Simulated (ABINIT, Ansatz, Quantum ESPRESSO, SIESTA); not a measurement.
# Code comparison for ZrBeB (P-6m2, 3 atoms in the cell)

Self-consistent single point.

```
ZrBeB
1.0
    3.41327     0.00000     0.00000
   -1.70663     2.95598     0.00000
    0.00000     0.00000     3.49602
Zr Be B
1 1 1
Direct
  0.00000   0.00000   0.00000
  0.33333   0.66667   0.50000
  0.66667   0.33333   0.50000
```

All programs got the same cell, k-point mesh and kind of occupations (in Ansatz's words: kpoints.mp_grid.grid = 11 11 9; scf.occupations.method = gaussian; scf.occupations.width = 0.1 eV); potentials, basis and cutoffs are each program's usual ones.

```
code                                                                                                                                      model  pressure (GPa)  k-points       cutoff
----------------  -----------------------------------------------------------------------------------------------------------------------------  --------------  --------  -----------
Quantum ESPRESSO                                                          PBEsol, PseudoDojo standard norm-conserving (PBESOL) pseudopotentials           -3.72        80        90 Ry
SIESTA            GGA PBEsol, numerical atomic orbitals DZP, PseudoDojo PBEsol standard norm-conserving potentials (rewritten from UPF to PSML)           -3.75       545  grid 400 Ry
Ansatz                                                                                                          PBEsol, PAW files made with PBE           -4.05        80       420 eV
ABINIT                                                                                       PBEsol, PAW (JTH v2.0 PBE PAW, files made for PBE)           -4.21        80        40 Ry
```

The spread over the programs that give each value: pressure within 0.49 GPa.

The starting cell comes from a database of computed structures (which also holds hypothetical and non-ambient phases and stackings), without a prior relaxation at this level. On Ansatz's run: In the base run, with a pressure of about -4 GPa the cell is away from its equilibrium volume at this level.

### Question
Why do the programs differ, and what cannot be compared?

### Answer
Differences of this kind can come from the potentials, where these differ, and from what each basis and cutoff leave unconverged. The valence holds different numbers of electrons (Quantum ESPRESSO 19, SIESTA 19, Ansatz (a quantum-chemistry and plane-wave program) 17, ABINIT 19). The zero of total energies and Fermi levels follows the potentials and each program's conventions, so they are not compared here. SIESTA uses small atom-centred bases, whose incompleteness enters pressures, forces and empty levels differently from a plane-wave cutoff. Ansatz's pressure is given at a fixed set of plane waves, as the other plane-wave codes print theirs; with its correction for the finite basis it is -4.01 GPa. The programs reduce the same mesh by symmetry to different extents, which changes the work and not the result.

Left out of this page: GPAW, Elk and FLEUR (not drawn, or without a comparable value).

Keys are those of Ansatz 0.2.
